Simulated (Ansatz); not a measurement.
Band structure of As (R-3m, 2 atoms in the cell).

```
As
1.0
    3.68036    -1.88000     0.00000
    3.68036     1.88000     0.00000
    2.72002     0.00000     3.11142
As
2
Direct
  0.22700   0.22700   0.22700
  0.77300   0.77300   0.77300
```

Method of the run: PBE (plane waves, PAW; Ansatz, a first-principles code).

Settings: kpoints.mp_grid.grid = 7 7 7; hamiltonian.xc = pbe; hamiltonian.pseudopotentials = {kind: paw} (the program's default PAW files); scf.occupations.method = fermi_dirac; scf.occupations.width = 0.05 eV; kpoints.band_path.path = [[0.0, 0.0, 0.0], [0.5, 0.0, 0.0], [0.5, 0.23017647, -0.23017647]]; kpoints.band_path.npoints = 8.

The starting cell has typed, rounded lattice constants, without a prior relaxation at this level.

Levels in eV from the Fermi level, bands 12 to 18:
```json
[
 {"point": "Γ", "12": "-5.88", "13": "-2.59", "14": "-2.02", "15": "-2.02", "16": "1.69", "17": "2.90", "18": "2.90"},
 {"point": "L", "12": "-11.13", "13": "-2.82", "14": "-2.82", "15": "-0.42", "16": "-0.33", "17": "0.26", "18": "1.30"},
 {"point": "B1", "12": "-10.63", "13": "-5.90", "14": "-5.43", "15": "-1.41", "16": "1.17", "17": "5.24", "18": "5.44"}
]
```

Bands cross the Fermi level along this path, so the cell is metallic at this level.

Keys are those of Ansatz 0.2.
